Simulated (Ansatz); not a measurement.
ZrTa (model structure, P4/mmm, No. 123, 2 atoms in the cell) was calculated with PBEsol in Ansatz (PAW).

Numerical settings: plane-wave cutoff 520 eV, 18×18×14 k mesh (along the axes of the cell as run), Fermi–Dirac smearing 0.05 eV, scalar-relativistic PAW data made under PBE.

Cell (relaxed at this level):

```cif
data_TaZr
_chemical_formula_sum 'Ta1 Zr1'
_space_group_name_H-M_alt 'P 1'
_space_group_IT_number 1
_cell_length_a 2.85356
_cell_length_b 2.85356
_cell_length_c 4.84374
_cell_angle_alpha 90.000
_cell_angle_beta 90.000
_cell_angle_gamma 90.000
loop_
_space_group_symop_operation_xyz
  'x, y, z'
loop_
_atom_site_label
_atom_site_type_symbol
_atom_site_fract_x
_atom_site_fract_y
_atom_site_fract_z
_atom_site_occupancy
Ta1 Ta 0.00000 0.00000 0.00000 1
Zr1 Zr 0.50000 0.50000 0.50000 1
```

Q: Estimate the bulk modulus B0 that the calculation returns.

A: 
bulk modulus B0: 139 GPa

The run finds no gap.

Note: the bulk modulus is −V dP/dV from two relaxed cells at ±2 % in volume; the relaxation could raise the start's symmetry but not lower it, so the cell can be a saddle point.

Spin–orbit coupling is not included.

Static lattice: no zero-point or thermal effects.

Computing time: about 2.9 core-minutes (a rough figure).

A model structure was made by putting elements into a prototype or built by hand; it is no filed structure, need not be a known phase, and can be a saddle point held by its symmetry.

Ansatz is a first-principles code.
